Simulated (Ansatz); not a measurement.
Output of an Ansatz run (abridged):

```
WARN ansatz: RAYON_NUM_THREADS=1 ignored (pool sized by the plan → 1); use --threads N
Pseudopotentials: kind: paw
Pseudopotential: Cs, paw, valence charge 9
Pseudopotential: Bi, paw, valence charge 15
Crystal: 4 atoms, lattice volume = 204.103 Å³
Basis set: ecut = 420 eV, 3943 PW (Γ)
Bands: 26, of which v1, the nominal top of the filled ones, is band 21 counted from 1 (20 counted from 0)
Symmetry: 48 space group operations
Space group: Fm-3m (ITA 225), of the structure as read, at distance tolerance 5.9e-5 Å
k-points: 10 of 125
PAW frozen core: Cs, regenerated for the run's functional, and the local potential with it
PAW frozen core: Bi, regenerated for the run's functional, and the local potential with it
Initial density: superposition of atomic densities (neutral atoms: chi_scale 0, normalization atom), corrected by the library's trained network
Initial wavefunctions: pseudopotential atomic-orbital guess
Eigensolver: davidson
Functional: x = slater, c = lda
SCF iter   1: F=—  HF=-28602.182488 eV  |F-HF|=—  |Δ(HF+E_count)|=         —  Δρ=2.92e-3  dr2=1.46e-2  ethr=1.77e-3  ⟨swp⟩=8.4  Hψ=1270  notcnv=0
all-band conjugate gradients solve this SCF's bands
preconditioner: auto → Resta (q_TF=auto, 2.096 Å⁻¹)
SCF iter   2: F=—  HF=-28602.179018 eV  |F-HF|=—  |Δ(HF+E_count)|=   3.47e-3  Δρ=1.47e-3  dr2=2.61e-3  ethr=3.48e-5  ⟨swp⟩=2.5  Hψ=564  notcnv=0
SCF iter   3: F=—  HF=-28602.178514 eV  |F-HF|=—  |Δ(HF+E_count)|=   5.03e-4  Δρ=5.48e-4  dr2=4.40e-4  ethr=6.21e-6  ⟨swp⟩=2.2  Hψ=427  notcnv=0
SCF iter   4: F=—  HF=-28602.178490 eV  |F-HF|=—  |Δ(HF+E_count)|=   2.44e-5  Δρ=9.39e-5  dr2=2.48e-5  ethr=1.05e-6  ⟨swp⟩=2.0  Hψ=288  notcnv=0
SCF iter   5: F=—  HF=-28602.178431 eV  |F-HF|=—  |Δ(HF+E_count)|=   5.92e-5  Δρ=1.74e-5  dr2=1.54e-6  ethr=5.90e-8  ⟨swp⟩=2.2  Hψ=322  notcnv=0
SCF iter   6: F=-28602.178431 eV  HF=-28602.178431 eV  |F-HF|=3.32e-9  |Δ(HF+E_count)|=   1.94e-7  Δρ=2.48e-6  dr2=1.44e-8  ethr=2.38e-10  ⟨swp⟩=7.0  Hψ=1719  notcnv=0
SCF 1 converged in 6 iterations: F = -28602.178431 eV  dr2 = 1.44e-8
SCF converged after 6 iterations
Free energy (F): -28602.178431 eV
Harris-Foulkes:  -28602.178431 eV  (|F-HF|=3.32e-9)
Internal energy: -28602.171431 eV  (E = F + TS)
E sigma→0 (E₀):  -28602.174931 eV
Entropy (-TS):   -0.007000 eV (-1.750 meV/atom)
Fermi energy:    6.112682 eV
--- Per-component energies (eV) ---
  E_band       = -297.970518
  E_kinetic    = 731.518257
  E_local      = -2622.841873  (includes V_loc(G=0)·N_el)
  E_nonlocal   = 659.877434
  E_hartree    = 908.446800
  E_xc         = -668.099802
  E_vxc        = -523.645007  (∫ρ·V_xc dr)
  E_paw        = -25062.533101  (= ΣΔE_a)
  E_vpaw       = -359.775390  (= ΣTr[D̂ρ^β])
  E_aug_tail   = -0.000538  (compensation charges beyond the density's cutoff)
  E_ewald      = -2549.345391
  E_core_change = 0.806784  (= ΣΔE_core)
  E_smearing   = -0.007000  (= −TS)
  E_closure    = -0.000000  (closes the sum)
  Σ components = -28602.178431   (vs F -28602.178431, Δ=0.00e0)
--- Forces (eV/Å), atoms counted from 1 ---
  atom   1  Cs     0.00000000     0.00000000     0.00000000
   [... zero for the other atoms too ...]
  max |Σ_I F_I| component: 2.31e-18 eV/Å
--- Stress (GPa, compression-positive) ---
       -1.239551       0.000000       0.000000
       -0.000000      -1.239551       0.000000
        0.000000       0.000000      -1.239551
  P = ⅓ Tr σ = -1.2396 GPa (-12.396 kbar)
  The stress holds the Pulay correction. Without it, at fixed plane waves, as pw.x and ABINIT print it: P = -1.2432 GPa
--- Band table (eV; the first three rows and the last of 10) ---
  k-point 0: bands = ["-17.6596", "-16.8137", "-16.7791", "-15.1053", "-15.1053", "-15.1053", "-15.0992", "-15.0992", "-4.5262", "-4.5262", "-4.5262", "-3.7604", "-3.7604", "-3.7604", "-3.3859", "-3.3859", "-3.3859", "-3.2211", "5.4218", "5.4218", [...]
  k-point 1: bands = ["-17.6557", "-16.8135", "-16.7842", "-15.1053", "-15.1053", "-15.1049", "-15.0992", "-15.0992", "-4.5518", "-4.5507", "-4.5507", "-3.7383", "-3.7216", "-3.7216", "-3.5725", "-3.3990", "-3.3990", "-3.0045", "4.9945", "5.3761", [...]
  k-point 2: bands = ["-17.6492", "-16.8094", "-16.7964", "-15.1052", "-15.1052", "-15.1043", "-15.0992", "-15.0992", "-4.6052", "-4.5861", "-4.5861", "-3.7620", "-3.6606", "-3.6606", "-3.5897", "-3.4225", "-3.4225", "-2.8771", "4.9258", "5.3568", [...]
  k-point 9: bands = ["-17.6453", "-16.8091", "-16.8015", "-15.1052", "-15.1048", "-15.1043", "-15.0991", "-15.0991", "-4.7179", "-4.5960", "-4.5340", "-3.8799", "-3.6936", "-3.5388", "-3.4691", "-3.4647", "-3.4166", "-2.8303", "5.0692", "5.4197", [...]
```

The structure:

```xyz
4
Lattice="0.0000 4.6731 4.6731 4.6731 0.0000 4.6731 4.6731 4.6731 0.0000" Properties=species:S:1:pos:R:3 pbc="T T T"
Cs     2.3366     2.3366     2.3366
Cs     7.0097     7.0097     7.0097
Cs     4.6731     4.6731     4.6731
Bi     0.0000     0.0000     0.0000
```

Q: What input produced this log?

A: Other spellings and defaults could give the same log, and not every line can be read from it. The input that was run (DFT, LDA (PW92), plane waves, default PAW files made with PBE):

Ansatz 0.2 input:
```yaml
# Cs3Bi
crystal:
  lattice:
    - [0.000000, 4.673112, 4.673112]
    - [4.673112, 0.000000, 4.673112]
    - [4.673112, 4.673112, 0.000000]
  atoms:
    - { symbol: Cs, position: [0.250000, 0.250000, 0.250000] }
    - { symbol: Cs, position: [0.750000, 0.750000, 0.750000] }
    - { symbol: Cs, position: [0.500000, 0.500000, 0.500000] }
    - { symbol: Bi, position: [0.000000, 0.000000, 0.000000] }
basis:
  ecutwfc: 420.0
kpoints:
  mp_grid: { grid: [5, 5, 5] }
hamiltonian:
  xc: lda
  pseudopotentials: { kind: paw }
scf:
  occupations: { method: gaussian, width: 0.272 }
output:
  forces: true
  eigenvalues: true
  stress: true
```

The starting cell comes from a database of computed structures (which also holds hypothetical and non-ambient phases and stackings), without a prior relaxation at this level. Its lattice was rescaled by up to half a per cent. Spin-orbit coupling is off. Ansatz's pressure includes its estimate of the finite-basis (Pulay) stress.

Ansatz is a first-principles code.
